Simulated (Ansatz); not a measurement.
Consider the following.

End structure of a constructed model of the (100) surface of fcc Pt, a pseudomorphic layer of Re in the host's stacking (bottom of the slab: a bare face, its two planes held):

```
CELL_PARAMETERS angstrom
      2.80721     0.00000     0.00000
      0.00000     2.80721     0.00000
      0.00000     0.00000    28.50000
ATOMIC_POSITIONS crystal
  Pt 0.50000 0.50000 0.28665
  Pt 0.00000 0.00000 0.35630
  Pt 0.50000 0.50000 0.42534
  Pt 0.00000 0.00000 0.49483
  Pt 0.50000 0.50000 0.56508
  Pt 0.00000 0.00000 0.63852
  Re 0.50000 0.50000 0.70131
```

Model: 7-atom slab, 12.2 Å thick at the start, 13x13x1 mesh, Fermi-Dirac 0.1 eV, dipole correction, single point; on the structure that PBE left under its start's symmetry; no spin, no spin-orbit, no U. It is one candidate, not shown to be the stable structure of the face.

Task: What work function of the top face does Ansatz (a first-principles code) with r2SCAN, at the PBE geometry give?

Result: 5.42 eV
